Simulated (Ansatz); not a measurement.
Consider the formation energy of the neutral H_i + Mg_Ga in GaN (wurtzite, P6₃mc). Reaction: Mg (hcp) + 64 GaN (wurtzite) + 1/2 H2 (gas) → cell A + Ga (Cmce).

Cell A: a supercell of 128 sites of GaN (wurtzite, P6₃mc) with Mg on a Ga site (4 N at 2.04–2.19 Å); H off the lattice sites (1 N at 1.03 Å); the closest two of these centres are 3.2 Å apart; spin state with PBE: run without spin, k-point mesh 2×2×2.
```xyz
129
Lattice="12.8735 0.0000 0.0000 -6.4367 11.1488 0.0000 0.0000 0.0000 10.4863" Properties=species:S:1:pos:R:3 pbc="T T T"
Ga     1.6105     0.9247     2.6202
Ga    -0.0008     1.8520     5.2377
N      1.6068     0.9228     4.5917
N     -0.0014     1.8494     1.9711
Ga     1.6160     0.9363     7.8575
Ga     0.0005     1.8528    10.4834
N      1.6078     0.9248     9.8321
N     -0.0018     1.8526     7.2129
Ga    -0.0045     3.7091     2.6200
Ga    -1.6092     4.6370     5.2452
N     -0.0205     3.7061     4.5910
N     -1.6092     4.6403     1.9682
Ga     0.0000     3.7101     7.8612
Ga    -1.6092     4.6383    10.4823
N     -0.0032     3.7087     9.8344
N     -1.6092     4.6431     7.2181
Ga    -1.6092     6.4951     2.6161
Ga    -3.1960     7.4329     5.2434
N     -1.6092     6.4950     4.5903
N     -3.2160     7.4304     1.9742
Ga    -1.6092     6.4990     7.8660
Ga    -3.2134     7.4314    10.4872
N     -1.6092     6.4992     9.8387
N     -3.2139     7.4333     7.2163
Ga    -3.2133     9.2881     2.6205
Ga    -4.8168    10.2317     5.2418
N     -3.2143     9.2900     4.5948
N     -4.8258    10.2124     1.9718
Ga    -3.2147     9.2930     7.8624
Ga    -4.8220    10.2214    10.4834
N     -3.2172     9.2876     9.8364
N     -4.8250    10.2207     7.2159
Ga     4.8276     0.9288     2.6171
Ga     3.2143     1.8845     5.2266
N      4.8276     0.9372     4.5890
N      3.2156     1.8423     1.9592
Ga     4.8276     0.9384     7.8502
Ga     3.2178     1.8534    10.4768
N      4.8276     0.9270     9.8271
N      3.2182     1.8653     7.2077
Ga     3.1923     3.6930     2.6273
Ga     1.5976     4.6140     5.2351
N      3.1573     3.7049     4.5613
N      1.5980     4.6425     1.9632
Ga     3.2346     3.7312     7.8511
Ga     1.6052     4.6358    10.4823
N      3.2092     3.7094     9.8354
N      1.6019     4.6426     7.2135
Ga     1.6012     6.4919     2.6150
Ga    -0.0224     7.4329     5.2434
N      1.5788     6.4896     4.5936
N     -0.0023     7.4304     1.9742
Ga     1.5894     6.4878     7.8759
Ga    -0.0050     7.4314    10.4872
N      1.6001     6.4980     9.8404
N     -0.0044     7.4333     7.2163
Ga    -0.0050     9.2881     2.6205
Ga    -1.6092    10.2346     5.2394
N     -0.0041     9.2900     4.5948
N     -1.6092    10.2164     1.9691
Ga    -0.0036     9.2930     7.8624
Ga    -1.6092    10.2224    10.4808
N     -0.0012     9.2876     9.8364
N     -1.6092    10.2225     7.2132
Ga     8.0446     0.9247     2.6202
Ga     6.4408     1.8845     5.2266
N      8.0483     0.9228     4.5917
N      6.4395     1.8423     1.9592
Ga     8.0391     0.9363     7.8575
Ga     6.4373     1.8534    10.4768
N      8.0473     0.9248     9.8321
N      6.4369     1.8653     7.2077
Ga     6.4628     3.6930     2.6273
Mg     4.8276     4.6812     5.2020
N      6.4978     3.7049     4.5613
N      4.8276     4.6018     1.9633
Ga     6.4206     3.7312     7.8511
Ga     4.8276     4.6223    -0.0261
N      6.4459     3.7094     9.8354
N      4.8276     4.6713     7.2562
Ga     4.8276     6.4537     2.4681
Ga     3.0875     7.4525     5.3159
N      4.8276     6.7564     4.5039
N      3.2085     7.4250     1.9623
Ga     4.8276     6.4889     7.8860
Ga     3.2042     7.4346    10.4729
N      4.8276     6.5089     9.8636
N      3.2058     7.4321     7.2489
Ga     3.2070     9.2870     2.6163
Ga     1.5984    10.2317     5.2418
N      3.2082     9.2838     4.6026
N      1.6074    10.2124     1.9718
Ga     3.2127     9.3019     7.8753
Ga     1.6037    10.2214    10.4834
N      3.2159     9.2928     9.8425
N      1.6067    10.2207     7.2159
Ga    11.2643     0.9220     2.6207
Ga     9.6559     1.8520     5.2377
N     11.2643     0.9150     4.5942
N      9.6565     1.8494     1.9711
Ga    11.2643     0.9292     7.8653
Ga     9.6546     1.8528    10.4834
N     11.2643     0.9216     9.8394
N      9.6569     1.8526     7.2129
Ga     9.6596     3.7091     2.6200
Ga     8.0575     4.6140     5.2351
N      9.6756     3.7061     4.5910
N      8.0571     4.6425     1.9632
Ga     9.6551     3.7101     7.8612
Ga     8.0499     4.6358    10.4823
N      9.6583     3.7087     9.8344
N      8.0532     4.6426     7.2135
Ga     8.0540     6.4919     2.6150
Ga     6.5676     7.4525     5.3159
N      8.0763     6.4896     4.5936
N      6.4466     7.4250     1.9623
Ga     8.0657     6.4878     7.8759
Ga     6.4509     7.4346    10.4729
N      8.0551     6.4980     9.8404
N      6.4493     7.4321     7.2489
Ga     6.4481     9.2870     2.6163
Ga     4.8276    10.2205     5.2546
N      6.4470     9.2838     4.6026
N      4.8276    10.2059     1.9811
Ga     6.4424     9.3019     7.8753
Ga     4.8276    10.2164    10.4907
N      6.4392     9.2928     9.8425
N      4.8276    10.2139     7.2228
H      4.8276     7.7355     4.1723
```

Reference: Ga (Cmce), 4 atoms in the cell, k-point mesh 16×16×14 on the run's own vectors. Conventional cell: a = 4.5914 Å, b = 7.7352 Å, c = 4.5770 Å, α = 90.00°, β = 90.00°, γ = 90.00°.

Reference: Mg (hcp, P6₃/mmc), 2 atoms in the cell, k-point mesh 24×24×12 on the run's own vectors. Conventional cell: a = b = 3.195 Å, c = 5.197 Å, α = β = 90.00°, γ = 120.00°.

Reference: GaN (wurtzite, P6₃mc), 128 atoms in the cell, the relaxed perfect crystal repeated, atoms not moved again, k-point mesh 2×2×2 on the run's own vectors.

Reference: an isolated H2 molecule (singlet) in a box of 11 × 11 × 13 Å.

Plane-wave PAW calculations with Ansatz (an electronic-structure program), its default PAW set, cutoff 500 eV. The structures are at rest with PBE, within the held lattices; other levels are single points on them. Neutral cells; Fermi-Dirac smearing of at most 0.10 eV in the solids, energies taken to zero width. The lattices are those relaxed with PBE, so at other levels the solids can be strained. Larger cells are relaxed from a start prepared with the learned potential CHGNet till forces fall under 0.03 eV/Å, which some starts already meet. A dispersion term (D3(BJ), or D4 for r2SCAN) was computed beside these levels and is taken off wherever the name lacks it. Static lattices, no vibrational contributions. No structure search was made; lower ones may exist. No correction for cell size. Mesh and cell size may move defect energies by 0.1 eV or more. The value holds for the reservoirs listed; other chemical potentials shift it. Cell A has symmetry Cm within 0.02 Å and got no random move, so less symmetric positions, which may lie lower, weren't tried.

Problem. Predict the value from r2SCAN.

Solution. 0.09 eV, for Mg (hcp) + 64 GaN (wurtzite) + 1/2 H2 (gas) → cell A + Ga (Cmce).
